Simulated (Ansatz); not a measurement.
## MoGe2 (model structure, started from the C49 type, Cmcm, No. 63, 6 atoms in the cell): properties by level of theory

| level (code) | volume per atom (Å³/atom) | formation enthalpy (eV/atom) |
|---|---|---|
| PBE (Ansatz) | (withheld) | 0.172 |
| PBEsol (Ansatz) | 15.32 | 0.089 |
| PBE-D3(BJ) (Ansatz) | 15.33 | 0.088 |

Question: Some entries are withheld; supply them.

Answer: 
- PBE (Ansatz, a program for electronic structure), volume per atom (Å³/atom): 15.95

Ansatz's density-functional and Hartree–Fock values are scalar-relativistic unless marked +SOC, with PAW data made under PBE.

The computed numbers hold no vibrational or temperature effects.

A model structure was made by putting elements into a prototype or built by hand; it is no filed structure, need not be a known phase, and can be a saddle point held by its symmetry.
